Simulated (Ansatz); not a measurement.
## Al2O3, pressure series

Consider Al2O3 in the corundum structure (space group R-3c, No. 167; a = 4.8088 Å, c = 13.1238 Å (hexagonal axes)).

Cell and atoms are relaxed at each pressure.

All numbers come from plane-wave PAW DFT at the PBE level (Ansatz, an electronic-structure program, 420 eV), spin-orbit coupling left out.

Candidates:
(a) pressure 15 GPa
(b) pressure −1 GPa
(c) pressure 0.9 GPa

For the base:

Band gap: 5.85 eV

**Question.** Order them by band gap, lowest first.

**Answer.** (b) pressure −1 GPa (5.80 eV), (c) pressure 0.9 GPa (5.90 eV), (a) pressure 15 GPa (6.56 eV)

Load acts through the strain it causes; cell and atoms are relaxed under it. No phonon test of stability was made. No other phases were tried under pressure.
